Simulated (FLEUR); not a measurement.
## Equation of state of CsCl-type AuZn (space group 221): energy against volume (FLEUR, PBE)

```
AuZn
1.0
    3.09399     0.00000     0.00000
    0.00000     3.09399     0.00000
    0.00000     0.00000     3.09399
Zn Au
1 1
Direct
  0.50000   0.50000   0.50000
  0.00000   0.00000   0.00000
```

Method of the run: PBE, all-electron FLAPW (FLEUR), scalar-relativistic valence run with FLEUR. Settings: Kmax = 4.79 1/bohr; GmaxXC = 14.4 1/bohr; xcFunctional = pbe; jspins = 1; l_soc = F; mode = hist; fermiSmearingEnergy = 0.00183747 Htr; mesh (inpgen div1-3) = 18 18 18; inpgen gamma flag = true; Gmax = 14.4 1/bohr; numbands = 0; maxIterBroyd = 40; imix = Anderson; alpha = 0.05; precondParam = 0; minDistance = 1e-05 me/bohr^3. The cell above is the first row's. The rows scale it uniformly. In all rows fractional positions and the k mesh are held. E is the free energy at the stated smearing, counted from the lowest row.

| V (Å^3/atom) | E (meV/atom) |
|---|---|
| 14.809 | 52.19 |
| 15.131 | 29.24 |
| 15.453 | 13.45 |
| 15.775 | 3.95 |
| 16.097 | 0.00 |
| 16.419 | 0.92 |
| 16.741 | 6.11 |
| 17.063 | 15.04 |
| 17.385 | ? |

Problem. Fit E against V with the third-order Birch-Murnaghan form, a cubic in V^(-2/3), and predict the withheld value at V = 17.385.

Solution. With u = V^(-2/3) - 0.158, the rows have u = 0.007825, 0.005464, 0.003185, 0.000984, -0.001143, -0.003201, -0.005192, -0.007121. Least squares gives E = 1.500 + 1943.87·u + 558843·u² + 2636460·u³. Residuals (row less fit): -0.002, 0.004, 0.005, -0.006, -0.004, 0.003, 0.007, -0.004; standard error 0.007 (degrees of freedom: 4). Its minimum lies at u = -0.001761, so V0 = (0.156239)^(-3/2) = 16.19. There d²E/du² = 1090000 and d³E/du³ = 1.582e7, so B0 = (4/9) × 16.19^(-7/3) × 1090000 × 0.160218 = 117 GPa (the last factor turns the table's units into GPa), and B0' = 4 + (2/3) × 0.156239 × (1.582e7)/1090000 = 5.5. At the withheld row, u = -0.008990, so E = 1.500 + 1943.87 × (-0.008990) + 558843 × (-0.008990)² + 2636460 × (-0.008990)³ = 27.275 meV/atom. The calculation gives 27.24 meV/atom, 0.035 meV/atom below the prediction (0.1 % of the range of E in the table). The row lies outside the fitted rows, so this is an extrapolation. From the scatter of the fitted rows alone, a prediction at this place has a standard error of 0.016 meV/atom, so the miss is 2.2 times that.

Carrying the step between the two nearest rows on in a straight line would have given 23.97, off by 3.27; series whose last step already gives the withheld value aren't shown. The scan was laid around a cell of about the measured size, scaled by a guess for this functional. The runs keep the symmetry of the cell, so they don't test it for distortions. Values depend on the basis (sphere radii, cutoffs, local orbitals), which need not be converged. Spin-orbit coupling is off. Cutoffs and mesh are single choices, not tested for convergence of this quantity. Series with a scatter that would blur these digits, or in which a gap closes, are not shown. Nor are scans whose minimum lies at an end fitted in this form.
